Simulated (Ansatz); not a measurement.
The starting structures come from a database of crystals and need not be the phases stable at ambient conditions.

 Where the default PAW files enter, the runs use the earlier of Ansatz's two default sets.

Given:

```xyz
16
Lattice="4.8134 0.0000 0.0000 0.0000 5.2020 0.0000 0.0000 0.0000 6.0575" Properties=species:S:1:pos:R:3 pbc="T T T"
Li     2.3599     4.3808     0.0000
Li     4.7666     0.8212     3.0287
Li     2.3631     1.7048     1.5236
Li     4.7698     3.4972     1.5051
Li     2.3631     1.7048     4.5338
Li     4.7698     3.4972     4.5524
P      2.4020     4.2939     3.0287
P      4.8087     0.9081     0.0000
O      4.2939     1.6293     4.7933
O      1.8871     3.5727     4.2929
O      4.2939     1.6293     1.2642
O      1.8871     3.5727     1.7645
O      1.9106     0.5539     3.0287
O      4.3173     4.6481     0.0000
O      3.9415     4.2647     3.0287
O      1.5348     0.9373     0.0000
```

Space group of this cell: Pmn2_1. The cell is taken as given; by r2SCAN its mean pressure is 1.2 GPa.

Transport runs along the normal of the first two printed cell vectors.

No gap correction and no spin-orbit coupling; mid-gap values are interpolated between computed energies.

Predict the band gap and the smallest decay constant κ at mid-gap from r2SCAN (Ansatz, a first-principles code).

Gap 6.89 eV on a 6×6×6 mesh; κ = 0.545 1/Å, at the zone centre.
